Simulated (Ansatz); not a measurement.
For CoGe (C2/m, No. 12; start mp-21237), LDA (Ansatz, a program for electronic structure, PAW) gives:

| Quantity | Value |
|---|---|
| volume per atom | 12.48 Å³/atom |
| formation enthalpy | -0.333 eV/atom |

What does PBEsol (plane waves, PAW; Ansatz) give for the same quantities?


- equilibrium volume per atom: 12.82 Å³/atom (increases by 2.7 %)
- formation enthalpy: -0.292 eV/atom (moves by +0.041 eV/atom)

Changes are worked out from the printed values.

Unless a cell is named, each level is at its own relaxed cell (LDA 12.48, PBEsol 12.82 Å³/atom).

The crystal itself was run without spin with LDA, PBEsol.

Caveats: the relaxation could not lower the start's symmetry, so the cell can be a saddle point above a distorted one (LDA, PBEsol). Ansatz's density-functional and Hartree–Fock values are scalar-relativistic unless marked +SOC, with PAW data made under PBE.

A start named mp-… is a Materials Project structure, which can be a computed phase never made.
